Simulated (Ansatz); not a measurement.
Worked example: self-consistent single point of YSi2Rh3 (P6mm, 6 atoms in the cell) in Ansatz (a first-principles code).

Level of theory: PBEsol, default PAW files made with PBE (plane waves; Ansatz).

The change in words: lattice scaled by 0.98; basis.ecutrho_ratio: default → 12. Reference geometry:
```xyz
6
Lattice="5.4555 0.0000 0.0000 -2.7278 4.7246 0.0000 0.0000 0.0000 3.5929" Properties=species:S:1:pos:R:3 pbc="T T T"
Y      0.0000     0.0000     0.0500
Si     2.7278     1.5749     0.0000
Si     0.0000     3.1497     0.0000
Rh    -1.3639     2.3623     1.7965
Rh     2.7278     0.0000     1.7965
Rh     1.3639     2.3623     1.7965
```

Reference input (self-consistent single point, DFT, PBEsol, plane waves, default PAW files made with PBE): basis.ecutwfc = 420 eV; kpoints.mp_grid.grid = 7 7 9; hamiltonian.xc = pbesol; hamiltonian.pseudopotentials = {kind: paw} (the program's default PAW files); scf.occupations.method = fermi_dirac; scf.occupations.width = 0.1 eV. This run's input differs from it in these lines:

Ansatz 0.2 input:
```diff
@@ -2,5 +2,5 @@
   lattice:
-    - [5.455524, 0.000000, 0.000000]
-    - [-2.727762, 4.724622, 0.000000]
-    - [0.000000, 0.000000, 3.592929]
+    - [5.346414, 0.000000, 0.000000]
+    - [-2.673207, 4.630130, 0.000000]
+    - [0.000000, 0.000000, 3.521070]
   atoms:
@@ -14,2 +14,3 @@
   ecutwfc: 420.0 eV
+  ecutrho_ratio: 12
 kpoints:
```

Log, with long lists cut:

```
SCF iter   1: F=—  HF=-24060.391561 eV  |F-HF|=—  |Δ(HF+E_count)|=         —  Δρ=8.86e-3  dr2=8.83e-2  ethr=1.77e-3  ⟨swp⟩=5.7  Hψ=6361  notcnv=0  defer=1
all-band conjugate gradients solve this SCF's bands
preconditioner: auto → Kerker (q_TF=auto, 2.630 Å⁻¹)
SCF iter   2: F=—  HF=-24060.379887 eV  |F-HF|=—  |Δ(HF+E_count)|=   1.17e-2  Δρ=3.73e-3  dr2=1.83e-2  ethr=1.26e-4  ⟨swp⟩=1.0  Hψ=2001  notcnv=0
SCF iter   3: F=—  HF=-24060.377275 eV  |F-HF|=—  |Δ(HF+E_count)|=   2.61e-3  Δρ=7.97e-4  dr2=1.07e-3  ethr=2.62e-5  ⟨swp⟩=2.2  Hψ=2110  notcnv=0
SCF iter   4: F=—  HF=-24060.377062 eV  |F-HF|=—  |Δ(HF+E_count)|=   2.13e-4  Δρ=1.84e-4  dr2=7.38e-5  ethr=1.54e-6  ⟨swp⟩=2.2  Hψ=2551  notcnv=0
SCF iter   5: F=—  HF=-24060.377050 eV  |F-HF|=—  |Δ(HF+E_count)|=   1.14e-5  Δρ=5.10e-5  dr2=2.28e-6  ethr=1.05e-7  ⟨swp⟩=2.2  Hψ=2124  notcnv=0
SCF iter   6: F=-24060.377050 eV  HF=-24060.377050 eV  |F-HF|=2.10e-8  |Δ(HF+E_count)|=   4.18e-7  Δρ=8.78e-6  dr2=7.02e-8  ethr=1.43e-10  ⟨swp⟩=4.3  Hψ=7876  notcnv=0
SCF 1 converged in 6 iterations: F = -24060.377050 eV  dr2 = 7.02e-8
Free energy (F): -24060.377050 eV
Internal energy: -24060.307538 eV  (E = F + TS)
E sigma→0 (E₀):  -24060.342294 eV
Entropy (-TS):   -0.069512 eV (-11.585 meV/atom)
Fermi energy:    17.938669 eV
--- Forces (eV/Å), atoms counted from 1 ---
  atom   1  Y      0.00000000     0.00000000    -0.09136517
  atom   2  Si     0.00000000    -0.00000000    -0.02173434
  atom   3  Si     0.00000000     0.00000000    -0.02173434
  atom   4  Rh     0.00000000    -0.00000000     0.04493569
  atom   5  Rh     0.00000000     0.00000000     0.04493569
  atom   6  Rh     0.00000000     0.00000000     0.04493569
--- Stress (GPa, compression-positive) ---
       15.079191       0.000000       0.000000
        0.000000      15.079191       0.000000
        0.000000       0.000000      21.898802
  P = ⅓ Tr σ = 17.3524 GPa (173.524 kbar)
  The stress holds the Pulay correction. Without it, at fixed plane waves, as pw.x and ABINIT print it: P = 17.2772 GPa
```

The run converged in 6 iterations. Against the reference run the free energy rises by 55.4 meV/atom, the pressure goes from 2.97 to 17.35 GPa and the largest force goes from 0.062 to 0.091 eV/Å.

The starting cell comes from a database of computed structures (which also holds hypothetical and non-ambient phases and stackings), without a prior relaxation at this level. Its lattice was rescaled by up to half a per cent. One atom was moved a little off its site on purpose. For this run, on top of that: lattice scaled by 0.98. Spin polarisation is off. Ansatz's pressure includes its estimate of the finite-basis (Pulay) stress.
